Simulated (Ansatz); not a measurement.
Consider Ir in the fcc (Cu type) structure (space group Fm-3m, No. 225).

```
CELL_PARAMETERS angstrom
      0.00000     1.92221     1.92221
      1.92221     0.00000     1.92221
      1.92221     1.92221     0.00000
ATOMIC_POSITIONS crystal
  Ir 0.00000 0.00000 0.00000
```

Cartesian axes are those of the cell as printed.

Calculations: r2SCAN (Ansatz, a quantum-chemistry and plane-wave program, PAW, no SOC).

Free-standing slabs (1 atom(s) a layer) normal to [111] with 15 Å of vacuum; in-plane cell held at bulk.

One change was made to it. Results:

The excess energy per area of both faces (slab less bulk energy over the cell's area: twice a surface energy) is 5.1 J/m² (uncertain by up to 0.2 J/m²); the shortest interatomic distance drops by 0.078 bohr to 5.059 bohr.

**Question.** Name the change that was made.
A. 3 layers
B. 2 layers
C. 6 layers

**Answer.** C, 6 layers. For comparison, the shortest interatomic distance in the other runs: 3 layers gives 5.044 bohr; 2 layers gives 4.998 bohr.

Slab and bulk use different k-meshes, which limits the precision of the excess energy. No phonon test of stability was made. All final runs are without spin polarisation.
